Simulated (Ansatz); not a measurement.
## NbRu: pressure series

Consider NbRu (space group P4/mmm, No. 123; a = 3.021 Å, c = 3.392 Å).

Cell and atoms are relaxed at each pressure.

Computed with PBEsol in Ansatz (plane waves to 420 eV, PAW, no SOC).

Notes on the quantities. enthalpy: H = E + PV relative to the base's energy.

```
variant           shortest interatomic distance      density       enthalpy
----------------  -----------------------------  -----------  -------------
base                                   272.7 pm  10.41 g/cm³              –
pressure −2 GPa                        273.5 pm  10.33 g/cm³  -0.19 eV/atom
pressure −1 GPa                        273.1 pm  10.37 g/cm³  -0.10 eV/atom
pressure 0.3 GPa                       272.6 pm  10.42 g/cm³  +0.03 eV/atom
pressure 0.7 GPa                       272.5 pm  10.44 g/cm³  +0.07 eV/atom
pressure 1.5 GPa                       272.2 pm  10.47 g/cm³  +0.14 eV/atom
pressure 3 GPa                         271.7 pm  10.53 g/cm³  +0.29 eV/atom
pressure 5 GPa                         271.0 pm  10.61 g/cm³  +0.48 eV/atom
pressure 7.5 GPa                       270.2 pm  10.70 g/cm³  +0.71 eV/atom
pressure 10 GPa                        269.5 pm  10.79 g/cm³  +0.95 eV/atom
```

Load acts through the strain it causes; cell and atoms are relaxed under it. No phonon test of stability was made. No other phases were tried under pressure. The final runs are not spin-polarised. An odd electron count without spin: NbRu.

Ansatz is a first-principles code.
